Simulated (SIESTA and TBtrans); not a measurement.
## Ge chain with one bond stretched by 1.0 Å

Junction: Ge chain with one bond stretched by 1.0 Å. Leads: straight Ge chain, spacing 2.4 Å. Geometry: as built, not relaxed.

Computed with SIESTA and TBtrans, PBE, DZP numerical orbitals (energy shift 0.15 eV), PseudoDojo norm-conserving scalar-relativistic potentials, mesh cutoff 200 Ry, 300 K, no spin polarisation, no spin-orbit coupling; Hamiltonian of a periodic supercell, shifted onto the leads' potential, zero bias.

| Property | Value |
|---|---|
| Conductance at 300 K (G0 = 2e²/h) | 1.26 |
| Mean T from −0.5 to 0.5 eV | 1.14 |

Energies count from the leads' Fermi level. Transmissions are for one spin of a degenerate pair. The energy step is 0.01 eV; narrower resonances are cut or missed.

| E (eV) | T | lead channels |
|---|---|---|
| -2.00 | 0.41 | 1 |
| -1.90 | 0.41 | 1 |
| -1.80 | 0.42 | 1 |
| -1.70 | 0.43 | 1 |
| -1.60 | 0.43 | 1 |
| -1.50 | 0.44 | 1 |
| -1.40 | 0.45 | 1 |
| -1.30 | 0.46 | 1 |
| -1.20 | 0.46 | 1 |
| -1.10 | 0.47 | 1 |
| -1.00 | 0.50 | 3 |
| -0.90 | 0.57 | 3 |
| -0.80 | 0.63 | 3 |
| -0.70 | 0.68 | 3 |
| -0.60 | 0.74 | 3 |
| -0.50 | 0.82 | 3 |
| -0.40 | 0.91 | 3 |
| -0.30 | 1.02 | 3 |
| -0.20 | 1.13 | 3 |
| -0.10 | 1.22 | 3 |
| 0.00 | 1.27 | 3 |
| 0.10 | 1.27 | 3 |
| 0.20 | 1.25 | 3 |
| 0.30 | 1.20 | 3 |
| 0.40 | 1.15 | 3 |
| 0.50 | 1.10 | 3 |
| 0.60 | 1.05 | 3 |
| 0.70 | 1.02 | 3 |
| 0.80 | 0.99 | 3 |
| 0.90 | 0.98 | 3 |
| 1.00 | 0.97 | 3 |
| 1.10 | 0.97 | 3 |
| 1.20 | 0.97 | 3 |
| 1.30 | 0.98 | 3 |
| 1.40 | 0.99 | 3 |
| 1.50 | 1.01 | 3 |
| 1.60 | 1.02 | 3 |
| 1.70 | 1.04 | 3 |
| 1.80 | 1.06 | 3 |
| 1.90 | 1.08 | 3 |
| 2.00 | 1.10 | 3 |

The straight chain is held at its spacing; free chains may zigzag or dimerise. No spin-polarised start was tried, so a magnetic state, if there is one, is missed.
